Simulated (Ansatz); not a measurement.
The reference is WS2 (space group P6_3/mmc, No. 194; a = 3.154 Å, c = 12.141 Å; layered, stacked along the Cartesian z axis). Axes: x lies along a and z along c of the hexagonal cell.

Structures relaxed with Ansatz (a program for electronic structure), PBE-D3(BJ), PAW, cutoff 420 eV, no spin-orbit coupling.

Base:

Simulated powder pattern, Mo Kα, λ = 0.71073 Å (kinematic, ideal powder, no thermal factors, no anomalous dispersion; the 10 strongest lines at most, above 2 %, up to 2θ = 40°):

| 2θ (°) | I/Imax (%) | hkl |
|---|---|---|
| 6.71 | 100 | (002) |
| 14.95 | 23 | (100) |
| 15.33 | 40 | (101) |
| 16.40 | 19 | (102) |
| 18.06 | 75 | (103) |
| 22.58 | 37 | (105) |
| 26.04 | 20 | (110) |
| 26.93 | 20 | (112) |
| 31.88 | 15 | (203) |
| 37.93 | 13 | (118) |

After one change:

Simulated powder pattern, Mo Kα, λ = 0.71073 Å (kinematic, ideal powder, no thermal factors, no anomalous dispersion; the 10 strongest lines at most, above 2 %, up to 2θ = 40°):

| 2θ (°) | I/Imax (%) |
|---|---|
| 6.67 | 100 |
| 15.23 | 22 |
| 15.59 | 39 |
| 16.64 | 18 |
| 18.26 | 74 |
| 22.70 | 36 |
| 26.53 | 19 |
| 27.39 | 19 |
| 32.40 | 14 |
| 33.52 | 12 |

Problem. Which of these changes matches the shifts?
(A) biaxial strain −2.40 %, plane normal [001], relaxed out of plane
(B) biaxial strain −1.20 %, plane normal [001], relaxed out of plane
(C) biaxial strain −1.80 %, plane normal [001], relaxed out of plane
(D) biaxial strain −3.00 %, plane normal [001], relaxed out of plane

Solution. C, biaxial strain −1.80 %, plane normal [001], relaxed out of plane. Its volume per atom is 16.91 Å³ against 17.43 Å³, and its space group is P6_3/mmc (No. 194).

Whether these cells are dynamically stable was not tested.
